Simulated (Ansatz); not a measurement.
# Effect of pressure −1 GPa on Pt

Start from Pt in the fcc (Cu type) structure (space group Fm-3m, No. 225; a = 3.8939 Å).

It is then changed as follows: hydrostatic tension (pressure −1 GPa).

All numbers come from Ansatz (a program for electronic structure) LDA, scalar-relativistic without spin-orbit coupling. k-mesh 20×20×20 (Γ-centred); smearing 0.05 eV (Fermi–Dirac).

The volume per atom goes up by 0.05 Å³, from 14.76 Å³ to 14.81 Å³ and the density falls by 0.073 g/cm³, from 21.95 g/cm³ to 21.87 g/cm³. The lattice parameter a grows by 0.004 Å, from 3.894 Å to 3.898 Å and the enthalpy H = E + PV relative to the base's energy is -0.09 eV/atom. The band gap stays zero.

Final structure:

```
Pt
1.0
    0.00000     1.94913     1.94913
    1.94913     0.00000     1.94913
    1.94913     1.94913     0.00000
Pt
1
Cartesian
  0.00000   0.00000   0.00000
```

Load acts through the strain it causes; cell and atoms are relaxed under it. No phonon test of stability was made. All final runs are without spin polarisation.
